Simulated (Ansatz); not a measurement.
Consider PbSe in the rock salt structure (space group Fm-3m, No. 225).

```yaml
crystal:
  lattice:
    - [0.00000, 3.08885, 3.08885]
    - [3.08885, 0.00000, 3.08885]
    - [3.08885, 3.08885, 0.00000]
  atoms:
    - { symbol: Se, position: [0.00000, 0.00000, 0.00000] }
    - { symbol: Pb, position: [0.50000, 0.50000, 0.50000] }
```

Cartesian axes are those of the cell as printed.

Calculations: DFT with r2SCAN, PAW potentials and a 500 eV plane-wave cutoff in Ansatz (an electronic-structure program), no spin-orbit coupling, earlier PAW set.

Strains are applied to the cell and any free atomic positions relax; under biaxial strain the out-of-plane vector relaxes too.

One change was made to it. Results:

```csv
quantity,base,after
band gap,0.67 eV,0.74 eV
energy relative to the base (free energy F),0 meV/atom,+2.0 meV/atom
```

### Question
Which change produced these results?
(A) isotropic strain −1.99 %
(B) isotropic strain +0.29 %
(C) biaxial strain −0.55 %, plane normal [111], relaxed out of plane
(D) tensor shear ε_yz = +0.95 %
(E) isotropic strain +0.69 %

### Answer
E, isotropic strain +0.69 %. For comparison, the energy relative to the base in the other runs: isotropic strain +0.29 % gives +0.4 meV/atom; biaxial strain −0.55 %, plane normal [111], relaxed out of plane gives +0.4 meV/atom; isotropic strain −1.99 % gives +18 meV/atom; tensor shear ε_yz = +0.95 % gives +0.6 meV/atom.

With Pb present, leaving out spin-orbit coupling can change the band edges. No phonon test of stability was made.
